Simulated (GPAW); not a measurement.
Pressure against volume in zinc-blende ZnSe (space group 216) (GPAW, PBEsol)

```
ZnSe
1.0
    0.00000     2.75269     2.75269
    2.75269     0.00000     2.75269
    2.75269     2.75269     0.00000
Zn Se
1 1
Direct
  0.00000   0.00000   0.00000
  0.75000   0.75000   0.75000
```

Method of the run: PBEsol, GPAW PAW datasets PBEsol (made by gpaw-setup) (plane waves; GPAW). Settings: mode = pw; ecut = 780 eV; xc = PBEsol; kpts = 10 10 10; mesh shift (steps) = 0 0 0; occupations.name = fermi-dirac; occupations.width = 0.01 eV; nbands = -4; convergence.bands = -2; symmetry.symmorphic = false; symmetry.tolerance = 0.0005; maxiter = 150. The cell above is the first row's. The rows scale it uniformly. In all rows fractional positions and the k mesh are held.

| V (Å^3/atom) | P (GPa) |
|---|---|
| 20.858 | ? |
| 21.311 | 3.46 |
| 21.765 | 1.82 |
| 22.218 | 0.38 |
| 22.672 | -0.91 |
| 23.125 | -2.08 |
| 23.578 | -3.12 |
| 24.032 | -4.04 |
| 24.485 | -4.88 |

Taking a cubic for P over the 8 complete rows: With u = V - 22.9, the rows have u = -1.5890, -1.1350, -0.6820, -0.2280, 0.2250, 0.6780, 1.1320, 1.5850. Least squares gives P = -1.519 - 2.5530·u + 0.3183·u² - 0.02860·u³. Residuals (row less fit): 0.004, -0.011, 0.001, 0.010, -0.002, -0.007, 0.003, 0.000; standard error 0.009 (degrees of freedom: 4). The fitted pressure is zero at V0 = 22.35, where dP/dV = -2.933, so B0 = -V0·dP/dV = 65.5 GPa.

Question: What does the fit predict for P at V = 20.858, and how far is the calculated value from it?

Answer: u = -2.0420, so P = -1.519 - 2.5530 × (-2.0420) + 0.3183 × (-2.0420)² - 0.02860 × (-2.0420)³ = 5.265 GPa. The calculation gives 5.27 GPa, 0.005 GPa above the prediction (under 0.05 % of the range of P in the table). The row lies outside the fitted rows, so this is an extrapolation. From the scatter of the fitted rows alone, a prediction at this place has a standard error of 0.023 GPa, so the miss is 0.2 times that.

Carrying the step between the two nearest rows on in a straight line would have given 5.10, off by 0.17; series whose last step already gives the withheld value aren't shown. The scan was laid around a cell of about the measured size, scaled by a guess for this functional. The runs keep the symmetry of the cell, so they don't test it for distortions. Cutoffs and mesh are single choices, not tested for convergence of this quantity. Series with a scatter that would blur these digits, or in which a gap closes, are not shown.
